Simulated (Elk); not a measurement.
Band structure of MnO2 (P4_2/mnm, 6 atoms in the cell).

```yaml
crystal:
  lattice:
    - [4.33620, 0.00000, 0.00000]
    - [0.00000, 4.33620, 0.00000]
    - [0.00000, 0.00000, 2.82838]
  atoms:
    - { symbol: Mn, position: [0.00000, 0.00000, 0.00000], spin: 3.0 }
    - { symbol: Mn, position: [0.50000, 0.50000, 0.50000], spin: -3.0 }
    - { symbol: O, position: [0.30500, 0.30500, 0.00000] }
    - { symbol: O, position: [0.80500, 0.19500, 0.50000] }
    - { symbol: O, position: [0.19500, 0.80500, 0.50000] }
    - { symbol: O, position: [0.69500, 0.69500, 0.00000] }
```
(The spins are starting values, not results.)

Method of the run: PBE, all-electron FP-LAPW, Elk's shipped species files, default APW+lo basis (Elk).

Settings: xctype = 20; spinpol = true; swidth = 0.000734986 Ha; ngridk = 3 3 5; reducebf = 0.5; nempty = 8 per atom; maxscl = 100.

The starting cell has typed, rounded lattice constants, without a prior relaxation at this level. Its lattice was rescaled by a random factor within 2.5 % of one. The magnetic order is the one reached from the typed start; others were not searched systematically. Values depend on the basis (sphere radii, cutoffs, local orbitals), which need not be converged.

Levels in eV from the Fermi level, bands 24 to 31 of the first spin channel:
```tsv
point	24	25	26	27	28	29	30	31
Γ	-1.63	-1.29	-1.24	-0.56	-0.25	0.26	1.24	1.97
X	-1.67	-1.56	-1.29	-0.47	0.73	1.07	1.73	2.63
M	-2.26	-2.25	-2.21	-0.36	0.23	0.25	2.13	2.42
Z	-2.78	-1.97	-0.84	0.03	1.06	1.21	1.72	2.08
R	-1.99	-1.92	-1.83	-1.24	0.90	1.33	1.33	1.39
A	-1.97	-1.74	-0.83	-0.64	0.86	1.12	1.47	2.18
```

Bands cross the Fermi level along this path, so the cell is metallic at this level.

The net moment of the cell came out as 0.00 μB.
